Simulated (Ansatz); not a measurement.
Consider HgS (space group P3_221, No. 154; a = 4.467 Å, c = 9.759 Å; made of chains).

Level of theory: Ansatz (a program for electronic structure) PBE, spin-orbit coupling left out, earlier PAW set.

Base values:

| Quantity | Value |
|---|---|
| Band gap | 1.83 eV |
| Electron mass | 0.43 mₑ along c, 1.2 mₑ across (at Γ) |
| Gap character | indirect, Γ–A (67 % along) → Γ |

Modification: every lattice vector is stretched by 4.10 %; the atoms relax in the strained cell.

Task: Predict the new band gap.

Result: The band gap grows by 0.17 eV to 2.00 eV.

Task: Estimate the effect on the electron mass.

Result: The electron mass becomes 0.43 mₑ along c, 1.1 mₑ across (at Γ) (base: 0.43 mₑ along c, 1.2 mₑ across (at Γ)).

Task: Predict the new gap character.

Result: The gap character goes from indirect, Γ–A (67 % along) → Γ to direct at Γ.

Spin-orbit coupling, missing from the scalar runs, can matter with Hg. Effective masses come from finite differences of ±0.01 Å⁻¹. Whether these cells are dynamically stable was not tested. No dispersion term is included, though the crystal is made of layers, chains or molecules, so its spacings can come out too wide.
